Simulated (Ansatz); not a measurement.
Take W in the bcc (W type) structure (space group Im-3m, No. 229; a = 3.1693 Å) as the base.

Computed with r2SCAN/PAW in Ansatz (a quantum-chemistry and plane-wave program), spin-orbit coupling left out.

Before the change:

| Quantity | Result |
|---|---|
| Lattice parameter a | 3.169 Å |
| Band gap | zero |

It is then changed as follows: cell and atoms relaxed at a pressure of 60 GPa.

**Question.** What does the calculation give for the lattice parameter a and band gap after the change?

**Answer.** The lattice parameter a falls by 0.146 Å (3.169 Å → 3.023 Å); the band gap is still zero.

Load acts through the strain it causes; cell and atoms are relaxed under it. Stability against distortions was not tested. No other phases were tried under pressure. All final runs are without spin polarisation.
